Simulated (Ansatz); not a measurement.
The parent structure is AlRu in the CsCl type structure (space group Pm-3m, No. 221; relaxed with 0.1 eV smearing).

```xyz
2
Lattice="2.9545 0.0000 0.0000 0.0000 2.9545 0.0000 0.0000 0.0000 2.9545" Properties=species:S:1:pos:R:3 pbc="T T T"
Al     1.4773     1.4773     1.4773
Ru     0.0000     0.0000     0.0000
```

Cartesian axes are those of the cell as printed.

Level of theory: LDA (Ansatz, a quantum-chemistry and plane-wave program; PAW; 420 eV plane waves; scalar-relativistic without spin-orbit coupling).

For the base:

| Quantity | Value |
|---|---|
| Pressure | 0.0 GPa |

Perturbation: uniaxial strain ε_zz = −0.50 %, all other strain components held at zero; the atoms relax in the strained cell.

### Question
Estimate the effect on the energy relative to the base.

### Answer
The energy goes up by 0.4 meV/atom.

### Question
Predict the new pressure.

### Answer
The pressure (mean of the normal stresses, compression positive) goes from zero to 1.2 GPa.

No phonon test of stability was made. All final runs are without spin polarisation.
